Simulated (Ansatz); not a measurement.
**Sr₂TaNO₃ (model structure, I4mm, No. 107, 7 atoms in the cell)**

Method: LDA in Ansatz (PAW).

Run with plane-wave cutoff 520 eV, 12×12×12 k mesh, Fermi–Dirac smearing 0.01 eV, scalar-relativistic PAW data made under PBE.

Cell (relaxed with PBEsol):

```cif
data_NO3Sr2Ta
_chemical_formula_sum 'Ta1 O3 N1 Sr2'
_space_group_name_H-M_alt 'P 1'
_space_group_IT_number 1
_cell_length_a 7.09013
_cell_length_b 7.09013
_cell_length_c 7.09013
_cell_angle_alpha 147.603
_cell_angle_beta 147.603
_cell_angle_gamma 46.471
loop_
_space_group_symop_operation_xyz
  'x, y, z'
loop_
_atom_site_label
_atom_site_type_symbol
_atom_site_fract_x
_atom_site_fract_y
_atom_site_fract_z
_atom_site_occupancy
Ta1 Ta 0.99114 0.99114 0.00000 1
O1 O 0.50682 0.00682 0.50000 1
O2 O 0.00682 0.50682 0.50000 1
O3 O 0.16030 0.16030 0.00000 1
N1 N 0.84494 0.84494 0.00000 1
Sr1 Sr 0.34237 0.34237 0.00000 1
Sr2 Sr 0.64762 0.64762 0.00000 1
```

| Quantity | Value |
|---|---|
| band gap | 1.22 eV |
| smallest direct gap on the k points sampled | 1.38 eV |

Note: the relaxation could raise the start's symmetry but not lower it, so the cell can be a saddle point; cell and atoms aren't relaxed at this level (largest force component 0.22 eV/Å, pressure -4.2 GPa).

Spin–orbit coupling is not included.

Cost on a shared machine: very roughly 2.2 core-minutes.

A model structure was made by putting elements into a prototype or built by hand; it is no filed structure, need not be a known phase, and can be a saddle point held by its symmetry.

Ansatz is an electronic-structure program.
